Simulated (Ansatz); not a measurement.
Cells marked so need not be the phases stable at ambient conditions, and some may be hypothetical.

 Where the default PAW files enter, the runs use the earlier of Ansatz's two default sets.

No gap correction and no spin-orbit coupling; mid-gap values are interpolated between computed energies.

A. SrZrO3 (I4/mcm, not sure to be the ambient phase, 10 atoms a cell, 13.9 Å³ an atom, -2 GPa at this level), along the normal of (110)
B. Li₈PbO₆ (R-3, not sure to be the ambient phase, 15 atoms a cell, 9.1 Å³ an atom), along the normal of (101)
C. Mg(AlH4)2 (P-3m1, not sure to be the ambient phase, 11 atoms a cell, 12.1 Å³ an atom), along the normal of (100)

Task: Rank these by mid-gap decay constant of the slowest evanescent state (highest first), as PBEsol run with Ansatz (a first-principles code) gives it.

Result: C (0.36 1/Å), B (0.33 1/Å), A (0.29 1/Å)
